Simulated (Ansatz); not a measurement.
Abridged Ansatz (a first-principles code) output:

```
Relaxation: its limit of steps is 60 (relax.max_steps)
Pseudopotential: Sn, paw, valence charge 14
Crystal: 2 atoms, lattice volume = 58.101 Å³
Basis set: ecut = 420 eV, 1141 PW (Γ), exchange–correlation on 64×64×64 points (8 copies of the dense FFT grid, shifted against one another)
Bands: 18, of which v1, the nominal top of the filled ones, is band 14 counted from 1 (13 counted from 0)
Symmetry: 16 space group operations
k-points: 349 of 4096
Functional: x = pbe(κ = 0.804, μ = 0.2195149727645171), c = pbe(β = 0.06672455060314922)
SCF iter   1: F=—  HF=-12048.507996 eV  |F-HF|=—  |Δ(HF+E_count)|=         —  Δρ=1.25e-2  dr2=8.76e-2  ethr=3.10e-3  ⟨swp⟩=6.1  Hψ=33100  notcnv=0
SCF iter   2: F=—  HF=-12048.498660 eV  |F-HF|=—  |Δ(HF+E_count)|=   9.34e-3  Δρ=8.30e-3  dr2=3.57e-2  ethr=3.13e-4  ⟨swp⟩=2.0  Hψ=10477  notcnv=0  defer=1
SCF 1 converged in 6 iterations: F = -12048.498975 eV  dr2 = 9.47e-8
relax step   1: F+E_penalty+E_count = -12048.49897468 eV  Δ(F+E_penalty+E_count) = +0.000e0 eV  max|allowed force component| = 1.388e-17 eV/Å  Δτ_max = 0.0000 Å  P = -1.007 GPa  Ω = 58.101 Å³  (6 SCF iters, dr2 threshold 1.00e-7 eV, accepted)
[... steps on the carried basis left out ...]
relax step   5: F+E_penalty+E_count = -12048.48524194 eV  Δ(F+E_penalty+E_count) = -8.939e-5 eV  max|allowed force component| = 6.939e-18 eV/Å  Δτ_max = 0.0000 Å  P = -1.996 GPa  Ω = 59.555 Å³  stress off target by 1.02e-2 GPa  SCF on the basis re-selected at this cell (its energy is not comparable with the rows above)  (5 SCF iters)
SCF converged after 5 iterations
Free energy (F): -12048.485242 eV
Internal energy: -12048.477257 eV  (E = F + TS)
E sigma→0 (E₀):  -12048.481249 eV
Entropy (-TS):   -0.007985 eV (-3.993 meV/atom)
Fermi energy:    9.462778 eV
--- Forces (eV/Å), atoms counted from 1 ---
  atom   1  Sn     0.00000000    -0.00000000     0.00000000
  atom   2  Sn     0.00000000     0.00000000     0.00000000
--- Stress (GPa, compression-positive) ---
       -1.999173      -0.000000       0.000000
       -0.000000      -1.999173       0.000000
        0.000000       0.000000      -1.989760
  P = ⅓ Tr σ = -1.9960 GPa (-19.960 kbar)
--- Relaxed structure (4 steps of the walk, 4 accepted, 1 SCFs on fresh bases) ---
  cell:  # Å, volume = 59.5552 Å³
    - [-3.0196388251280957, 3.0196388251280957, 1.6328636234293583]
    - [3.0196388251280957, -3.0196388251280957, 1.6328636234293583]
    - [3.0196388251280957, 3.0196388251280957, -1.6328636234293583]
  atoms:
    - { symbol: Sn, position: [0.7500000000000001, 0.24999999999999994, 0.5000000000000001] }
    - { symbol: Sn, position: [-8.168477805012208e-36, 1.4431832688627642e-35, -9.542353319536825e-36] }
```

**Question.** What was computed, and what are the main results?

**Answer.** Sn, 2 atoms in the cell, with Ansatz PBE, no SOC, earlier PAW set, from a series relaxed to a target (pressure −2 GPa). The last SCF converged to F = -12048.485242 eV, or -6024.2426 eV per atom, at a pressure of -2.00 GPa. The total energy compares only with runs of the same code, potentials and settings.

Load acts through the strain it causes; cell and atoms are relaxed under it. Stability against distortions was not tested. The cell was made from Sn (space group I4_1/amd, No. 141) by this change: pressure −2 GPa.

Keys are those of Ansatz 0.2.
